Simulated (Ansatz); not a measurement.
Results of r²SCAN (plane waves, PAW; Ansatz, an electronic-structure program) for As (I4/mmm, No. 139, 3 atoms in the cell; start mp-1238842; another form than the element's usual one).

Run with plane-wave cutoff 560 eV, 20×20×20 k mesh, Fermi–Dirac smearing 0.05 eV, scalar-relativistic PAW data made under PBE.

Cell (relaxed at this level):

```cif
data_As6
_chemical_formula_sum 'As6'
_space_group_name_H-M_alt 'I4/mmm'
_space_group_IT_number 139
_space_group_name_Hall '-I 4 2'
_cell_length_a 4.03588
_cell_length_b 4.03588
_cell_length_c 8.06760
_cell_angle_alpha 90.000
_cell_angle_beta 90.000
_cell_angle_gamma 90.000
loop_
_atom_site_label
_atom_site_type_symbol
_atom_site_symmetry_multiplicity
_atom_site_Wyckoff_symbol
_atom_site_fract_x
_atom_site_fract_y
_atom_site_fract_z
_atom_site_occupancy
As1 As 4 d 0.00000 0.50000 0.25000 1
As2 As 2 b 0.00000 0.00000 0.50000 1
```
(The calculation used a cell of 3 atoms; values per cell refer to that cell.)

Predict the bulk modulus B0.


- bulk modulus B0 = 73.8 GPa

The run finds no gap.

Note: the bulk modulus is −V dP/dV from two relaxed cells at ±2 % in volume; the relaxation could not lower the start's symmetry, so the cell can be a saddle point above a distorted one.

Static lattice: no zero-point or thermal effects.

A start named mp-… is a Materials Project structure, which need not be a measured phase.
